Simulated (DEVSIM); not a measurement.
Structure: abrupt InP n-p junction, at 400 K.

| layer (left to right) | material | thickness (μm) | Nd (cm⁻³) | Na (cm⁻³) | τn (s) | τp (s) |
|---|---|---|---|---|---|---|
| 1 | InP | 0.990 | 3.8e15 | - | 9.1e-10 | 9.1e-10 |
| 2 | InP | 2.80 | - | 2e15 | 9.1e-10 | 9.1e-10 |

Left contact: ohmic. Right contact: ohmic. Voltage is applied to the left contact. Recombination: SRH at mid-gap, Auger. Mobility is μmin + (μ − μmin)/(1 + (N/Nref)^α).

The device is made up for the run: typed textbook-type constants, with dimensions and the other settings drawn at random. Values at 300 K; Nc and Nv go as T^1.5, mobilities as T to minus their exponent, the gap by Varshni's rule with the affinity fixed.

```csv
parameter,InP
gap (eV),1.344
affinity (eV),4.38
permittivity,12.5
Nc (cm⁻³),5.7e17
Nv (cm⁻³),1.1e19
μn (cm²/Vs),5200
μp (cm²/Vs),170
"μn,min",400
"μp,min",10
"Nref,n",3e17
"Nref,p",4.9e17
αn,0.47
αp,0.62
T exponent of μn,2
T exponent of μp,2
Cn (cm⁶/s),9e-31
Cp (cm⁶/s),9e-31
Varshni α (eV/K),0.000363
Varshni β (K),162
```

Simulated with DEVSIM: 1D drift-diffusion, Boltzmann statistics, complete ionisation; no tunnelling, impact ionisation, image-force lowering or self-heating.

The temperature was swept, all else fixed.

```tsv
temperature (K)	potential step across the device at zero bias (V)	largest field in the device at zero bias (V/cm)	dark forward voltage at 100 A/cm² (V)	dark forward voltage at 1 A/cm² (V)
250	1.078	20000	1.085	0.944
300	0.992	19000	1.013	0.835
350	0.903	18000	0.944	0.723
400	0.812	17000	0.877	0.609
450	0.719	16000	0.811	0.494
500	0.625	14000	0.747	0.377
```

From the first row to the last the potential step across the device at zero bias goes from 1.078 to 0.625. From the first row to the last the largest field in the device at zero bias goes from 20000 to 14000.
